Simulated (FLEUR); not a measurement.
FLEUR run on LaPt5 (P6/mmm, 6 atoms in the cell): self-consistent single point.

Computed with LDA (Perdew-Zunger), all-electron FLAPW (FLEUR), scalar-relativistic valence in FLEUR.

The change in words: lattice scaled by 0.98. Reference geometry:
```
CELL_PARAMETERS angstrom
      5.42855     0.00000     0.00000
     -2.71428     4.70126     0.00000
      0.00000     0.00000     4.39333
ATOMIC_POSITIONS crystal
  La 0.00000 0.00000 0.00000
  Pt 0.33333 0.66667 0.00000
  Pt 0.66667 0.33333 0.00000
  Pt 0.50000 0.00000 0.50000
  Pt 0.50000 0.50000 0.50000
  Pt 0.00000 0.50000 0.50000
```

Reference input (self-consistent single point, DFT, LDA (Perdew-Zunger), all-electron FLAPW (FLEUR), scalar-relativistic valence): Kmax = 4.3 1/bohr; GmaxXC = 15 1/bohr; xcFunctional = pz; jspins = 1; l_soc = F; mode = gauss; fermiSmearingEnergy = 0.00367493 Htr; mesh (inpgen div1-3) = 6 6 7; inpgen gamma flag = true; Gmax = 15 1/bohr; numbands = 0; maxIterBroyd = 15. This run's input differs from it in these lines:

```diff
@@ -3,5 +3,5 @@
 &input film=f /
-10.2584725294 0.0000000521 0.0000000000
--5.1292363098 8.8840977884 0.0000000000
-0.0000000000 0.0000000000 8.3021904751
+10.0533033407 0.0000004627 0.0000000000
+-5.0266520710 8.7064158536 0.0000000000
+0.0000000000 0.0000000000 8.1361459097
 1.0
@@ -48,5 +48,5 @@
          <bravaisMatrix>
-            <row-1>   10.2584725294000005     0.0000000521000000     0.0000000000000000</row-1>
-            <row-2>   -5.1292363097999996     8.8840977884000001     0.0000000000000000</row-2>
-            <row-3>    0.0000000000000000     0.0000000000000000     8.3021904750999997</row-3>
+            <row-1>   10.0533033406999994     0.0000004627000000     0.0000000000000000</row-1>
+            <row-2>   -5.0266520710000000     8.7064158535999994     0.0000000000000000</row-2>
+            <row-3>    0.0000000000000000     0.0000000000000000     8.1361459096999997</row-3>
          </bravaisMatrix>
```

Output, abridged:

```
 Iteration:     1   Distance:      20.02961652 me/bohr^3
 Iteration:     2   Distance:      16.50101060 me/bohr^3
 Iteration:     3   Distance:       8.55788541 me/bohr^3
 Iteration:     4   Distance:       6.46949589 me/bohr^3
 Iteration:     5   Distance:       2.84525749 me/bohr^3
   [... 14 lines left out ...]
 Iteration:    20   Distance:       0.00011722 me/bohr^3
 Iteration:    21   Distance:       0.00010611 me/bohr^3
 Iteration:    22   Distance:       0.00003165 me/bohr^3
 Iteration:    23   Distance:       0.00000418 me/bohr^3
 Run finished successfully
 Stop message:
   Structural relaxation: Done

[file out, last iteration]
             iter=     24
[...]
          total density-effective poten   -1.7633022328E+05
          total charge density-energy d   -1.9327492096E+03
 Updated energy parameters for spin:           1
[...]
 fermi energy and band-weighting factors:
   [... 6 lines left out ...]

[...]
FERMIE:
          first approx. to ef    (T=0)  :   0.548993 htr   (energy of the highest occ. eigenvalue)
          number of occ. states  (T=0)  :       1271
          first approx. to seigv (T=0)  : -21.440378 htr
          sum of weights of occ. states :  45.500000
          sum of semicore charge        :   0.000000 e
          fermi energy=   0.54828 har   work function= -14.91959 ev
          number of valence electrons=  91.00001
   [... lines left out ...]
          total moment                 =     0.00000
 Direct bandgap for spin            1 :    4.5881427929348462E-003  Htr
 ---->    free energy=                   -100673.7297316636 htr
   [... lines left out ...]
 TOTAL FORCE FOR ATOM TYPE=  1  X=  0.000   Y=  0.000   Z=  0.000
                       FX_TOT= 0.000000 FY_TOT= 0.000000 FZ_TOT= 0.000000
 TOTAL FORCE FOR ATOM TYPE=  2  X=  5.027   Y= -2.902   Z=  0.000
                       FX_TOT= 0.000000 FY_TOT= 0.000000 FZ_TOT= 0.000000
 TOTAL FORCE FOR ATOM TYPE=  3  X=  5.027   Y=  0.000   Z=  4.068
                       FX_TOT= 0.000000 FY_TOT= 0.000000 FZ_TOT= 0.000000
 Structural relaxation: Done
```

The run converged in 23 iterations. FLEUR gives forces in its relaxation mode, with a further iteration, so its stop message speaks of a relaxation. Against the reference run the total energy falls by 11.4 meV/atom.

The starting cell comes from a database of computed structures (which also holds hypothetical and non-ambient phases and stackings), without a prior relaxation at this level. For this run, on top of that: lattice scaled by 0.98. Spin-orbit coupling is off. Spin polarisation is off. Values depend on the basis (sphere radii, cutoffs, local orbitals), which need not be converged. The log's line on a gap gives a spacing of levels on this mesh, which the program prints for metals too.

Cost on one core of a shared machine: roughly 9 min.
